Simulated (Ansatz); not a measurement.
## PtTe2, pressure series

Start from PtTe₂ (space group P-3m1, No. 164; a = 4.0092 Å, c = 4.9588 Å; layered).

Cell and atoms are relaxed at each pressure.

Calculations: PBEsol-D3(BJ)/PAW in Ansatz (a program for electronic structure), no spin-orbit coupling.

```json
[
 {"change": "base", "c/a ratio": "1.237", "volume per atom": "23.01 Å³"},
 {"change": "pressure −2 GPa", "c/a ratio": "1.252", "volume per atom": "23.62 Å³"},
 {"change": "pressure −1 GPa", "c/a ratio": "1.244", "volume per atom": "23.30 Å³"},
 {"change": "pressure 0.3 GPa", "c/a ratio": "1.235", "volume per atom": "22.93 Å³"},
 {"change": "pressure 0.7 GPa", "c/a ratio": "1.232", "volume per atom": "22.82 Å³"},
 {"change": "pressure 1.5 GPa", "c/a ratio": "1.228", "volume per atom": "22.62 Å³"},
 {"change": "pressure 3 GPa", "c/a ratio": "1.220", "volume per atom": "22.28 Å³"},
 {"change": "pressure 5 GPa", "c/a ratio": "1.210", "volume per atom": "21.87 Å³"},
 {"change": "pressure 7.5 GPa", "c/a ratio": "1.201", "volume per atom": "21.43 Å³"},
 {"change": "pressure 10 GPa", "c/a ratio": "1.193", "volume per atom": "21.04 Å³"}
]
```

Load acts through the strain it causes; cell and atoms are relaxed under it. Whether these cells are dynamically stable was not tested. No other phases were tried under pressure. All final runs are without spin polarisation.
